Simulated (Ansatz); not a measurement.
The starting structures come from a database of crystals and need not be the phases stable at ambient conditions.

 Where the default PAW files enter, the runs use the earlier of Ansatz's two default sets.

Inside the gap of an insulator the Bloch states are evanescent, with a wavenumber k + iκ along the transport direction.

Data:

```xyz
2
Lattice="5.5226 0.0000 0.0000 0.0000 5.5226 0.0000 2.7613 -2.7613 3.9051" Properties=species:S:1:pos:R:3 pbc="T T T"
Cs     0.0000     0.0000     0.0000
I      2.7613     2.7613     0.0000
```

Space group of this cell: Fm-3m, rock salt. The cell is taken as given.

Transport runs along the normal of the first two printed cell vectors, the (001) plane of the conventional cell.

No gap correction and no spin-orbit coupling; mid-gap values are interpolated between computed energies.

### Question
State the band gap and the smallest decay constant κ at mid-gap according to r2SCAN run with Ansatz (a first-principles code).

### Answer
Gap 4.46 eV on a 8×8×8 mesh; κ = 0.298 1/Å, at the zone centre.
